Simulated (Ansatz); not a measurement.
# Competing hops of interstitial C in fcc Al, neutral cell

Consider interstitial C in fcc Al, neutral cell. Computed with PBE, PAW (plane waves to 420 eV; Ansatz, an electronic-structure program).

32-site cell at the relaxed PBE lattice, a 3×3×3 k-point mesh shifted by half a step, smearing 0.10 eV, spin-restricted, no finite-size correction. Static, classical nuclei. Sites that were not tried may lie lower.

Barriers: single points on a 5×5×5 k-point mesh shifted by half a step at the bands' geometries (they differ from the bands' own by up to 0.06 eV, and are uncertain by about as much).

```tsv
Route	Start site over the lowest site run (eV)	Hop (Å)	Forward barrier (eV)	Backward barrier (eV)	Neighbours at the start	Neighbours at the saddle	Saddle order	Forward, on the band's own sampling (eV)
a direct jump of one C atom	0.00	1.74	0.66	0.24	6 Al at 2.09 Å	3 Al at 1.96, Al at 2.31 Å	not checked, on a symmetry element	0.66
```

Paths come from climbing-image nudged elastic band runs.  A band can be held on a symmetry element, so unchecked saddle points there may be too high.
